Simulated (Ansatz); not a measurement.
Consider CsPbCl$_{3}$ in the cubic perovskite structure (space group Pm-3m, No. 221; a = 5.7356 Å).

Modification: a hydrostatic pressure of 7.5 GPa.

Computed with PBE/PAW in Ansatz (a quantum-chemistry and plane-wave program), no spin-orbit coupling.

Base, band edges from the VBM (valence, conduction): M -0.70, 2.72; R 0.00, 2.21; X -1.44, 3.14; Γ -2.04, 3.67 eV.

Task: Give the band edges at the high-symmetry points of the new zone, measured from its valence-band maximum.

Result: 
```json
[
 {"point": "Γ", "valence edge (eV)": "-3.76", "conduction edge (eV)": "2.49"},
 {"point": "X", "valence edge (eV)": "-2.29", "conduction edge (eV)": "2.63"},
 {"point": "M", "valence edge (eV)": "-1.11", "conduction edge (eV)": "1.93"},
 {"point": "R", "valence edge (eV)": "0.00", "conduction edge (eV)": "1.16"}
]
```

The gap is 1.16 eV, direct at R.

With Pb present, leaving out spin-orbit coupling can change the band edges. Load acts through the strain it causes; cell and atoms are relaxed under it. Stability against distortions was not tested. Competing high-pressure phases were not computed. Many cubic perovskites are stable only at high temperature; tilts and polar distortions were not tested. This is not the structure that CsPbCl3 has at room temperature and ambient pressure.
